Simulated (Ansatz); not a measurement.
The starting structures come from a database of crystals and need not be the phases stable at ambient conditions.

 Where the default PAW files enter, the runs use the earlier of Ansatz's two default sets.

```
GaP
1.0
    3.88603     0.00000     0.00000
    1.94301     6.52792     0.00000
    1.94302     0.57833     3.31534
Ga P
2 2
Direct
  0.43537   0.69389   0.43537
  0.56463   0.30611   0.56463
  0.05739   0.82784   0.05739
  0.94261   0.17216   0.94261
```

Space group of this cell: R-3m. The cell is taken as given; by r2SCAN its mean pressure is -2.3 GPa.

The current runs along the normal of the first two printed vectors, the (101) plane. All runs by Ansatz (a first-principles code), plane waves and PAW, without spin-orbit coupling; the base is r2SCAN.

```
run                                                      mean pressure (GPa)  gap (eV)  mid-gap κ (1/Å)
-------------------------------------------------------  -------------------  --------  ---------------
base                                                                    -2.3      1.07            0.103
all lengths scaled by 0.98                                               2.6       ___              ___
all lengths scaled by 1.02                                              -6.0      1.03            0.087
lda in place of r2scan                                                  -4.8      0.71            0.074
lengths across the current scaled by 0.98, ions clamped                  0.9       ___              ___
lengths across the current scaled by 1.02, ions clamped                 -4.9       ___              ___
lengths along the current scaled by 0.97, ions clamped                  -0.1      0.89            0.103
lengths along the current scaled by 1.03, ions clamped                  -4.1      1.03            0.099
pbesol in place of r2scan                                               -2.8      0.73            0.079
```

Question: Complete the blanks.

Answer: 
- all lengths scaled by 0.98, gap (eV): 1.06
- all lengths scaled by 0.98, mid-gap κ (1/Å): 0.112
- lengths across the current scaled by 0.98, ions clamped, gap (eV): 1.06
- lengths across the current scaled by 0.98, ions clamped, mid-gap κ (1/Å): 0.113
- lengths across the current scaled by 1.02, ions clamped, gap (eV): 0.94
- lengths across the current scaled by 1.02, ions clamped, mid-gap κ (1/Å): 0.090
